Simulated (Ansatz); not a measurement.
Bi (space group C2/m, No. 12; a cell from a computed database, its experimental status unchecked)

```cif
data_Bi2
_chemical_formula_sum 'Bi2'
_space_group_name_H-M_alt 'P 1'
_space_group_IT_number 1
_cell_length_a 4.70352
_cell_length_b 4.70352
_cell_length_c 3.31503
_cell_angle_alpha 110.008
_cell_angle_beta 110.008
_cell_angle_gamma 82.291
loop_
_space_group_symop_operation_xyz
  'x, y, z'
loop_
_atom_site_label
_atom_site_type_symbol
_atom_site_fract_x
_atom_site_fract_y
_atom_site_fract_z
_atom_site_occupancy
Bi1 Bi 0.25001 0.25001 0.35758 1
Bi2 Bi 0.74999 0.74999 0.64242 1
```

Calculations: PBEsol in Ansatz (plane waves to 420 eV, PAW, no spin-orbit coupling). Settings: 11×11×16 k-points, 0.05 eV Fermi–Dirac smearing.

```json
{
 "volume_per_atom": "32.37 Å³",
 "density": "10.72 g/cm³",
 "band_gap": "zero",
 "total_energy": "-12241.980 eV/atom (σ→0; compares only within this code and set-up)"
}
```

Stability against distortions was not tested. This is not the structure that Bi has at room temperature and ambient pressure.

Ansatz is an electronic-structure program.
